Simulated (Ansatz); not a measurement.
fcc Au (0 0 1) on zinc-blende GaAs (0 0 1) (film strained to the substrate, faces as cut)

A periodic stack without vacuum, fcc Au (0 0 1) on zinc-blende GaAs (0 0 1) (film strained to the substrate, faces as cut): substrate slab As6Ga5, film Au12, surface cells [[1, 0], [1, 1]] and [[0, -1], [2, 1]], film strained by -2.3 and -2.3 %, faces As/As and Au/Au as cut (like faces can put a slab off its formula).

The start was prepared with a machine-learned potential, and the result is one local minimum, with the in-plane cell held and forces under 0.04 eV/Å; the film can end far from its bulk form.

The numbers are results of PBE (plane waves to 420 eV, PAW; Ansatz, a quantum-chemistry and plane-wave program), not measurements. No spin–orbit coupling; the runs are not spin-polarised; PBE gaps are too small against experiment. Its k-point mesh 8×8×1, Fermi–Dirac width 0.05 eV.

```
Property                                                                                                                                                                               Value
--------------------------------------------------------------------------------  ----------------------------------------------------------------------------------------------------------
interface area                                                                                                                                                                       16.5 Å²
period                                                                                                                                                                               29.33 Å
gaps between the outermost planes at the two interfaces                                                                                                                      1.55 and 2.05 Å
As–Au contacts across the interfaces within 1.22 times the sum of covalent radii                                                                                              6, mean 2.68 Å
estimate of the barrier                                                           withheld, since the Fermi level falls at or inside a band of the host, which a slab this thin can't settle
slope of the mean potential energy in the substrate                                                                                                                           -1.6 MV/cm × e
```

```yaml
crystal:
  lattice:
    - [4.06279, 0.00002, -0.00611]
    - [0.00002, 4.06272, 0.02451]
    - [0.97119, -1.17576, 29.32014]
  atoms:
    - { symbol: As, position: [0.96157, 0.53547, 0.13658] }
    - { symbol: As, position: [0.46402, 0.00566, 0.03773] }
    - { symbol: As, position: [0.91769, 0.58411, 0.33279] }
    - { symbol: As, position: [0.43893, 0.05595, 0.23479] }
    - { symbol: As, position: [0.87127, 0.63342, 0.53092] }
    - { symbol: As, position: [0.39539, 0.11129, 0.43100] }
    - { symbol: Ga, position: [0.95001, 0.04781, 0.18563] }
    - { symbol: Ga, position: [0.47485, 0.51604, 0.08663] }
    - { symbol: Ga, position: [0.90666, 0.09599, 0.38169] }
    - { symbol: Ga, position: [0.42898, 0.56826, 0.28366] }
    - { symbol: Ga, position: [0.38275, 0.62323, 0.48013] }
    - { symbol: Au, position: [0.33512, 0.16698, 0.67196] }
    - { symbol: Au, position: [0.83375, 0.66715, 0.67024] }
    - { symbol: Au, position: [0.85632, 0.14600, 0.58383] }
    - { symbol: Au, position: [0.35054, 0.65036, 0.60256] }
    - { symbol: Au, position: [0.29821, 0.20570, 0.81854] }
    - { symbol: Au, position: [0.79547, 0.70990, 0.81832] }
    - { symbol: Au, position: [0.81641, 0.18709, 0.74496] }
    - { symbol: Au, position: [0.31458, 0.68601, 0.74488] }
    - { symbol: Au, position: [0.25140, 0.25658, 0.96546] }
    - { symbol: Au, position: [0.77515, 0.75229, 0.96795] }
    - { symbol: Au, position: [0.77959, 0.23330, 0.89209] }
    - { symbol: Au, position: [0.27765, 0.72630, 0.89237] }
```
